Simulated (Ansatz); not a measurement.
Base system: MoSi2 (space group I4/mmm, No. 139; relaxed with 0.1 eV smearing).

```
MoSi2
1.0
   -1.58700     1.58700     3.88936
    1.58700    -1.58700     3.88936
    1.58700     1.58700    -3.88936
Si Mo
2 1
Direct
  0.66479   0.66479   0.00000
  0.33521   0.33521   0.00000
  0.00000   0.00000   0.00000
```

Cartesian axes are those of the cell as printed.

The values are results of LDA (Ansatz, a quantum-chemistry and plane-wave program; PAW; 420 eV plane waves; no SOC), not measurements.

Base values:

```
Quantity                        Result
-----------------------------  -------
Shortest interatomic distance  2.564 Å
```

Now apply this change: a pure shear with ε_xz = ε_zx = 0.0057; the atoms relax in the strained cell.

Problem. Estimate the effect on the energy relative to the base.

Solution. The energy increases by 1.1 meV/atom.

Problem. Estimate the effect on the stress.

Solution. The stress (xx, yy, zz, yz, xz, xy; compression positive) amounts to (0.0, 0.0, 0.0, 0.0, -2.4, 0.0) GPa.

Problem. What happens to the shortest interatomic distance?

Solution. The shortest interatomic distance is still 2.564 Å.

Whether these cells are dynamically stable was not tested. The final runs are not spin-polarised.
